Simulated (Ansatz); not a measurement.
Take GaSb in the zinc blende structure (space group F-43m, No. 216; a = 6.214 Å) as the base.

(Cell as relaxed with PBE.)

Levels (all Ansatz, a first-principles code, PAW, earlier PAW set): PBE (420 eV, scalar-relativistic without spin-orbit coupling); r2SCAN (500 eV, no spin-orbit coupling).

Each level relaxes its own structure.

| base | PBE | r2SCAN |
|---|---|---|
| volume per atom | 29.99 Å³ | 28.84 Å³ |
| lattice parameter a | 6.214 Å | 6.134 Å |
| band gap | zero | 0.41 eV |

Perturbation: an isotropic linear strain of −1.57 %, atoms relaxed at fixed cell.

```tsv
quantity	PBE	r2SCAN
energy relative to the base (free energy F)	+9.9 meV/atom	…
band gap	zero	…
```

Task: What does r2SCAN give?

Result: 
- energy relative to the base (free energy F), r2SCAN: +11 meV/atom
- band gap, r2SCAN: 0.78 eV

PBE's energy relative to the base lies 1.4 meV/atom below r2SCAN's; they disagree on the band gap. Neither level is exact; r2SCAN is the comparison here, not a measurement.

Spin-orbit coupling, missing from the scalar runs, can matter with Sb. Stability against distortions was not tested. The final runs are not spin-polarised. Gaps under 0.05 eV, about the width of the smearing, are given as zero. A zero or small gap of GaSb can be the functional's error rather than a property of the material.
